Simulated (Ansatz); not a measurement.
# Be under a change: strain tensor (xx, yy, zz, yz, xz, xy) = (+0.15, −0.65, −0.69, −0.44, −0.84, −0.52) %

Consider Be in the hcp (Mg type) structure (space group P6_3/mmc, No. 194; a = 2.262 Å, c = 3.569 Å; relaxed with 0.1 eV smearing). Axes: x lies along a and z along c of the hexagonal cell.

Perturbation: the symmetric strain tensor [0.0015 -0.0052 -0.0084; -0.0052 -0.0065 -0.0043; -0.0084 -0.0043 -0.0069], atoms relaxed at fixed cell.

Calculations: Kohn–Sham DFT with the r2SCAN functional, run in Ansatz (a first-principles code) with PAW and 500 eV plane waves, no spin-orbit coupling. Γ-centred 29×29×16 mesh, Fermi–Dirac width 0.1 eV.

```json
[
 {"quantity": "volume per atom", "base": "7.91 Å³", "changed": "7.81 Å³", "shift": "-0.095 Å³"},
 {"quantity": "shortest interatomic distance", "base": "2.211 Å", "changed": "2.180 Å", "shift": "-0.031 Å"},
 {"quantity": "energy relative to the base (free energy F)", "base": "0 meV/atom", "changed": "+2.9 meV/atom", "shift": "+2.9 meV/atom"},
 {"quantity": "pressure (mean of the normal stresses, compression positive)", "base": "0.0 GPa", "changed": "1.6 GPa", "shift": "+1.6 GPa"},
 {"quantity": "band gap", "base": "zero", "changed": "zero", "shift": "–"},
 {"quantity": "stress (xx, yy, zz, yz, xz, xy; compression positive)", "base": "–", "changed": "(-0.3, 2.2, 2.9, 1.6, 3.1, 1.7) GPa", "shift": "–"}
]
```

Cost of the whole job for the changed cell (relaxation, final SCF and bands): around 8 core-minutes (rough).

Whether these cells are dynamically stable was not tested.
